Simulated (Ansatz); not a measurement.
## Several settings converged on Al (Fm-3m, 1 atom in the cell)

```xyz
1
Lattice="0.0000 2.0311 2.0311 2.0311 0.0000 2.0311 2.0311 2.0311 0.0000" Properties=species:S:1:pos:R:3 pbc="T T T"
Al     0.0000     0.0000     0.0000
```

Base method: PBEsol, default PAW files made with PBE (plane waves; Ansatz, a first-principles code).

Base settings: basis.ecutwfc = 420 eV; kpoints.mp_grid.grid = 14 14 14; hamiltonian.xc = pbesol; hamiltonian.pseudopotentials = {kind: paw} (the program's default PAW files); scf.occupations.method = gaussian; scf.occupations.width = 0.1 eV.

The count of work is k-points × plane waves × bands × iterations; it is no time. 

**The width of Gaussian smearing**

In this ladder: kpoints.mp_grid.grid = 23 23 23.

Narrow widths need finer meshes than wide ones, so the last steps can hold mesh noise.

Only quantities that move along the ladder and can be compared are tabulated; pressure and forces are left out, as mesh noise rules them at narrow widths.

| scf.occupations.width | free energy less the last step's (meV/atom) | energy extrapolated to zero width less the last step's (meV/atom) |
|---|---|---|
| 1 eV | -102.73 | -1.00 |
| 0.5 eV | -26.09 | -0.52 |
| 0.3 eV | -9.35 | 0.02 |
| 0.2 eV | -3.96 | 0.13 |
| 0.1 eV | -0.75 | 0.05 |
| 0.05 eV | 0.00 | 0.00 |

Widest scf.occupations.width that holds the free energy within 2 meV/atom of the last step, with all finer ones: 0.1 eV; the step before is off by 4.0 meV/atom.

The extrapolation to zero width removes most of the smearing's effect on the energy.

**The mesh under tetrahedron occupations**

In this ladder: scf.occupations.method = tetrahedron; scf.occupations.width = default.

Only quantities that move along the ladder and can be compared are tabulated.

```tsv
kpoints.mp_grid.grid	free energy less the last step's (meV/atom)	pressure (GPa)	count of work / last
6 6 6	-33.11	-3.25	0.024
7 7 7	-18.36	-3.29	0.022
9 9 9	18.85	-3.69	0.052
11 11 11	0.32	-3.07	0.062
14 14 14	5.74	-3.22	0.12
17 17 17	-1.08	-2.96	0.18
21 21 21	-0.31	-2.88	0.32
26 26 26	-0.34	-2.81	0.57
32 32 32	0.00	-2.78	1.0
```

Coarsest kpoints.mp_grid.grid that holds the pressure within 0.2 GPa of the last step, with all finer ones: 17 17 17, at 0.18 of the last step's count of work; the step before is off by 0.44 GPa.

Coarsest kpoints.mp_grid.grid that holds the free energy within 1 meV/atom of the last step, with all finer ones: 21 21 21, at 0.32 of the last step's count of work; the step before is off by 1.1 meV/atom.

Two neighbours can agree and both be off: 6 6 6 and 7 7 7 differ by 0.04 GPa in the pressure, yet lie about 0.51 GPa from the last step.

On the base run: the starting cell has typed, rounded lattice constants, without a prior relaxation at this level. Its lattice was rescaled by up to half a per cent. Ansatz's pressure includes its estimate of the finite-basis (Pulay) stress.

Left out of this page: 2 runs of the series outside the window shown, repeating another row's setting, or not comparable.

Keys are those of Ansatz 0.2.
